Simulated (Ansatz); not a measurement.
The starting structures come from a database of crystals and need not be the phases stable at ambient conditions.

By PBEsol, the system below comes out a metal.

```
RuB2
1.0
    2.86718     0.00000     0.00000
    0.00000     4.03964     0.00000
    0.00000     0.00000     4.65162
B Ru
4 2
Cartesian
  0.00000   1.46510   3.74190
  0.00000   1.46510   0.90972
  1.43359   2.57454   3.23553
  1.43359   2.57454   1.41609
  0.00000   3.42040   0.00000
  1.43359   0.61924   2.32581
```

Space group of this cell: Pmmn. The cell is taken as given; by PBEsol its mean pressure is -4.4 GPa.

The current flows along the normal of the first two printed cell vectors. No spin-orbit coupling; the value is a mean over 0.1 eV about the Fermi level.

**Question.** Compute, with Ansatz (an electronic-structure program) with PBEsol, the ballistic conductance per area.

**Answer.** 0.48 × 10¹⁵ S/m² for both spins.
